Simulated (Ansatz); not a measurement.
**PBE against r2SCAN: GaN, pressure −2 GPa**

Consider GaN in the zinc blende structure (space group F-43m, No. 216; a = 4.549 Å).

(Cell as relaxed with PBE.)

Levels (all Ansatz, a first-principles code, PAW, earlier PAW set): PBE (420 eV, scalar-relativistic without spin-orbit coupling); r2SCAN (500 eV, scalar-relativistic without spin-orbit coupling).

Each level relaxes its own structure.

| base | PBE | r2SCAN |
|---|---|---|
| volume per atom | 11.77 Å³ | 11.38 Å³ |
| lattice parameter a | 4.549 Å | 4.498 Å |
| band gap | 1.54 eV | 2.17 eV |

Modification: hydrostatic tension (pressure −2 GPa).

```csv
quantity,PBE,r2SCAN
band gap,1.47 eV,?
electron mass,0.14 mₑ (at Γ),?
"hole mass (degenerate bands, along [100])","0.14, 0.90, 0.90 mₑ (at Γ)",?
shift of the gap caused by the change,-0.08 eV,?
lattice parameter a,4.567 Å,?
```

Problem. What does r2SCAN give?

Solution. 
- band gap, r2SCAN: 2.10 eV
- electron mass, r2SCAN: 0.17 mₑ (at Γ)
- hole mass (degenerate bands, along [100]), r2SCAN: 0.17, 0.86, 0.86 mₑ (at Γ)
- shift of the gap caused by the change, r2SCAN: -0.07 eV
- lattice parameter a, r2SCAN: 4.514 Å

PBE's band gap lies 0.63 eV below r2SCAN's; PBE's lattice parameter a lies 0.053 Å above r2SCAN's (1.2 %). Neither level is exact; r2SCAN is the comparison here, not a measurement.

Load acts through the strain it causes; cell and atoms are relaxed under it. Masses are band curvatures over ±0.01 Å⁻¹ around the edge. Stability against distortions was not tested. This is not the structure that GaN has at room temperature and ambient pressure.
